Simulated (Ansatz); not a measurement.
Results of r²SCAN (Ansatz, a quantum-chemistry and plane-wave program, plane waves, PAW) for TaRu (model structure, Fm-3m, No. 225, 2 atoms in the cell).

Settings: plane-wave cutoff 560 eV, 20×20×20 k mesh, Fermi–Dirac smearing 0.05 eV, no spin polarisation, scalar-relativistic PAW data made under PBE.

Cell (relaxed at this level):

Space group Fm-3m (No. 225); a = 5.1691 Å, b = 5.1691 Å, c = 5.1691 Å, α = 90.00°, β = 90.00°, γ = 90.00°

```tsv
atom	site	symmetry	x	y	z
Ru	4a	m-3m	0.0000	0.0000	0.0000
Ta	4b	m-3m	0.5000	0.5000	0.5000
```
(The calculation used a cell of 2 atoms; values per cell refer to that cell.)

Question: Estimate the bulk modulus B0 that the calculation returns.

Answer: 
bulk modulus B0: 214 GPa

Note: the run has no spin polarisation, so it can have missed a magnetic state; the bulk modulus is −V dP/dV from two relaxed cells at ±2 % in volume; the relaxation could raise the start's symmetry but not lower it, so the cell can be a saddle point.

Spin–orbit coupling is not included.

Cost on a shared machine: about 40 core-seconds (a rough figure).

A model structure was made by putting elements into a prototype or built by hand; it is no filed structure, need not be a known phase, and can be a saddle point held by its symmetry.
